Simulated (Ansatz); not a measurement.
Relaxation of the outer planes of the (10-10) surface of wurtzite GaN in its 1x1 cell (cut with top plane Ga + N, bottom plane Ga + N), outermost plane spacing 0.93 Å in the ideal cut.

Computed with PBE (plane waves to 420 eV, PAW; Ansatz, an electronic-structure program).

Set-up: 44 atoms, Ga22N22, 28.8 Å thick at the start; mesh 8x5x1; 0.025 eV smearing; dipole correction on; all atoms relaxed; symmetry of the start imposed; no spin, no spin-orbit, no U.

```
plane   atoms  bulk spacing to the next (Å)  relaxed spacing (Å)  change (%)         rumpling (Å)
-----  ------  ----------------------------  -------------------  ----------  -------------------
1      N + Ga                         0.929                0.719       -22.6   0.26 (N outermost)
2      N + Ga                         1.858                1.942         4.5  0.08 (Ga outermost)
```
